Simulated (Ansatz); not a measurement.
The reference is ZrB2 (space group P6/mmm, No. 191; a = 3.171 Å, c = 3.542 Å; relaxed with 0.1 eV smearing). Axes: x lies along a and z along c of the hexagonal cell.

Calculations: Kohn–Sham DFT with the PBE functional, run in Ansatz (a quantum-chemistry and plane-wave program) with PAW and 420 eV plane waves, spin-orbit coupling left out.

Modification: the cell is compressed by 3.00 % along z with no lateral relaxation; the atoms relax in the strained cell.

### Question
Predict the stress tensor and what it implies for the stiffness.

### Answer
Stress of the strained cell less that of the base (GPa, compression positive):
```
    4.1     0.0     0.0
    0.0     4.1     0.0
    0.0     0.0    14.0
```

Then −Δσ_ii/ε with ε = -0.0300 gives secant stiffness values (nonlinear terms included at this strain): C33 ≈ 468 GPa, C13 ≈ 135 GPa and C23 ≈ 135 GPa.

As a check, the harmonic strain energy −½ V₀ Δσ:ε is 14 meV/atom; the computed energy rise is 13 meV/atom.

Whether these cells are dynamically stable was not tested. The final runs are not spin-polarised.
